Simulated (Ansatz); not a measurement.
## InP: response to strain

The parent structure is InP in the zinc blende structure (space group F-43m, No. 216; a = 5.878 Å). Axes: x, y, z lie along the cube axes.

Strains are applied to the cell and any free atomic positions relax; under biaxial strain the out-of-plane vector relaxes too.

Method: PBEsol in Ansatz (plane waves to 420 eV, PAW, scalar-relativistic without spin-orbit coupling).

Candidates:
(a) biaxial strain +2.00 %, plane normal [001], relaxed out of plane
(b) biaxial strain −3.00 %, plane normal [001], relaxed out of plane
(c) biaxial strain −2.50 %, plane normal [001], relaxed out of plane

Task: Order them by out-of-plane strain, highest first.

Result: (b) biaxial strain −3.00 %, plane normal [001], relaxed out of plane (+3.27 %), (c) biaxial strain −2.50 %, plane normal [001], relaxed out of plane (+2.73 %), (a) biaxial strain +2.00 %, plane normal [001], relaxed out of plane (-2.27 %)

Stability against distortions was not tested.

Ansatz is a quantum-chemistry and plane-wave program.
